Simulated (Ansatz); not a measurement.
End structure of OH on the 1x1 (111) surface of fcc Cu, one in a 2x2 cell, started at the site 'hollow Cu-Cu-Cu over Cu at depth 2.1 Å':

```
CELL_PARAMETERS angstrom
      5.13360     0.00000     0.00000
     -2.56680     4.44582     0.00000
      0.00000     0.00000    25.50000
ATOMIC_POSITIONS crystal
  Cu 0.16667 0.33333 0.37817
  Cu 0.16667 0.83333 0.37817
  Cu 0.66667 0.33333 0.37817
  Cu 0.66667 0.83333 0.37817
  Cu 0.33333 0.16667 0.45940
  Cu 0.33333 0.66667 0.45940
  Cu 0.83333 0.16667 0.45940
  Cu 0.83333 0.66667 0.45940
  Cu 0.00036 0.00008 0.54051
  Cu 0.00342 0.50163 0.54107
  Cu 0.49883 0.99701 0.54109
  Cu 0.49883 0.50167 0.54109
  Cu 0.17144 0.34182 0.62326
  Cu 0.17153 0.82930 0.62328
  Cu 0.66733 0.33353 0.61855
  Cu 0.65915 0.82945 0.62330
  O  0.00079 0.00007 0.67774
  H  0.99971 0.99961 0.71583
```

Slab: 18 atoms, 6.2 Å thick at the start under the adsorbate (thin: gaps and levels are the slab's own); k 6x6x1, smearing 0.1 eV, dipole-corrected; 8 atoms held, the rest relaxed; no symmetry held; spin-polarised, no spin-orbit, no U, no dispersion correction. The starting moment vanished. At the end it is bonded to 3 Cu. In PBE this state lies 0.04 eV over the lowest of the starts that converged ('hollow Cu-Cu-Cu over Cu at depth 4.1 Å').

A negative adsorption energy means that the adsorbate is more stable on the surface than in its reference.

**Question.** Estimate the change of the step from the bottom to the top vacuum level, against the clean slab that PBE (Ansatz, a program for electronic structure) returns for this input.

**Answer.** -1.44 eV

**Question.** Estimate the change of the work function that PBE returns for this input.

**Answer.** -1.42 eV

**Question.** Estimate the adsorption energy against H2O(g) − ½ H2(g) that PBE returns for this input.

**Answer.** 0.33 eV

**Question.** Estimate the work function of the top face that PBE returns for this input.

**Answer.** 3.35 eV
